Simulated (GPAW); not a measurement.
GPAW run on Hf3Co (Pm-3m, 4 atoms in the cell): self-consistent single point.

Method of the run: LDA (Perdew-Wang 92), GPAW PAW datasets LDA (gpaw-data 1.0.1) (plane waves; GPAW).

The change in words: lattice scaled by 0.98. Reference geometry:
```yaml
crystal:
  lattice:
    - [4.24227, 0.00000, 0.00000]
    - [0.00000, 4.24227, 0.00000]
    - [0.00000, 0.00000, 4.24227]
  atoms:
    - { symbol: Hf, position: [0.00000, 0.50000, 0.50000] }
    - { symbol: Hf, position: [0.50000, 0.00000, 0.50000] }
    - { symbol: Hf, position: [0.50000, 0.50000, 0.00000] }
    - { symbol: Co, position: [0.00000, 0.00000, 0.00000], spin: 3.0 }
```
(The spins are starting values, not results.)

Reference input (self-consistent single point, DFT LDA (Perdew-Wang 92), plane waves, GPAW PAW datasets LDA (gpaw-data 1.0.1)): spinpol = true; mode = pw; ecut = 800 eV; xc = LDA; kpts = 6 6 6; mesh shift (steps) = 0 0 0; occupations.name = methfessel-paxton; occupations.width = 0.1 eV; occupations.order = 0; nbands = -12; convergence.density = 1e-05 e/electron; convergence.energy = 1e-05 eV/electron. This run's input differs from it in these lines:

```diff
@@ -5,5 +5,5 @@
 atoms = Atoms(['Hf', 'Hf', 'Hf', 'Co'],
-              cell=[[4.242270, 0.000000, 0.000000],
-                    [0.000000, 4.242270, 0.000000],
-                    [0.000000, 0.000000, 4.242270]],
+              cell=[[4.157425, 0.000000, 0.000000],
+                    [0.000000, 4.157425, 0.000000],
+                    [0.000000, 0.000000, 4.157425]],
               scaled_positions=[[0.000000, 0.500000, 0.500000],
```

Output, abridged:

```
     iter     time        total  log10-change:  magmom
                         energy   eigst   dens
iter:   1 --:--:--   -34.301386                   +3.0062
iter:   2 --:--:--   -34.350314   -0.83  -1.34    +1.7577
iter:   3 --:--:--   -34.309562   -1.39  -1.38    +1.0383
iter:   4 --:--:--   -36.798911   -0.82  -1.45    +0.8489
iter:   5 --:--:--   -34.188491   -0.83  -1.29    +0.8587
   [... 9 lines left out ...]
iter:  15 --:--:--   -34.015826   -3.26  -3.11    +0.3069
iter:  16 --:--:--   -34.016899   -3.78  -2.88    +0.1668
iter:  17 --:--:--   -34.017665   -3.88  -2.99    +0.0086
   [... lines left out ...]
iter:  29 --:--:--   -34.016626c  -8.19c -4.26    +0.0006
iter:  30 --:--:--   -34.016627c  -8.73c -4.27    +0.0004
iter:  31 --:--:--   -34.016626c  -9.03c -4.26    +0.0003
iter:  32 --:--:--   -34.016625c  -8.45c -4.27    -0.0000
iter:  33 --:--:--   -34.016623c  -7.49c -4.31    -0.0000
   [... 3 lines left out ...]
iter:  37 --:--:--   -34.016624c  -8.38c -4.60    -0.0000
iter:  38 --:--:--   -34.016625c  -8.15c -4.64    -0.0000
iter:  39 --:--:--   -34.016625c  -9.38c -4.85    -0.0000
iter:  40 --:--:--   -34.016624c  -8.78c -4.91    -0.0000
iter:  41 --:--:--   -34.016624c  -9.10c -5.16c   +0.0000
Converged after 41 iterations.

Dipole moment: (-0.000000, -0.000000, -0.000000) |e|*Ang

Total magnetic moment: (0.000000, 0.000000, 0.000001)
Local magnetic moments:
   0 Hf ( 0.000000,  0.000000,  0.000000)
   1 Hf ( 0.000000,  0.000000,  0.000000)
   2 Hf ( 0.000000,  0.000000,  0.000000)
   3 Co ( 0.000000,  0.000000,  0.000001)

Energy contributions relative to reference atoms: (reference = -1266762.252169)

Kinetic:        +34.223157
Potential:      -28.723104
External:        +0.000000
XC:             -37.960653
Entropy (-ST):   -0.035599
Local:           -1.538224
SIC:             +0.000000
--------------------------
Free energy:    -34.034423
Extrapolated:   -34.016624

Spin contamination: 0.000000 electrons
Showing only first 2 kpts
                      Up                     Down
   [... lines left out ...]
Fermi level: 10.34387
No gap
   [... lines left out ...]
Energy (eV): -34.016624

Forces in eV/Ang:
  0 Hf   -0.00000    0.00000    0.00000
  1 Hf    0.00000   -0.00000    0.00000
  2 Hf    0.00000    0.00000   -0.00000
  3 Co   -0.00000   -0.00000   -0.00000

Stress tensor:
     0.016264     0.000000     0.000000
     0.000000     0.016264     0.000000
     0.000000     0.000000     0.016264
Stress (GPa, Voigt): [2.6058 2.6058 2.6058 0.     0.     0.    ]
```

The run converged in 41 iterations. GPAW prints stress with tension positive. Against the reference run the free energy drops by 44.1 meV/atom and the pressure goes from -9.71 to -2.61 GPa.

The starting cell comes from a database of computed structures (which also holds hypothetical and non-ambient phases and stackings), without a prior relaxation at this level. For this run, on top of that: lattice scaled by 0.98. The starting moments vanished: the run ended non-magnetic, which need not be the lowest state.

Cost on one core of a shared machine: roughly 3 min.
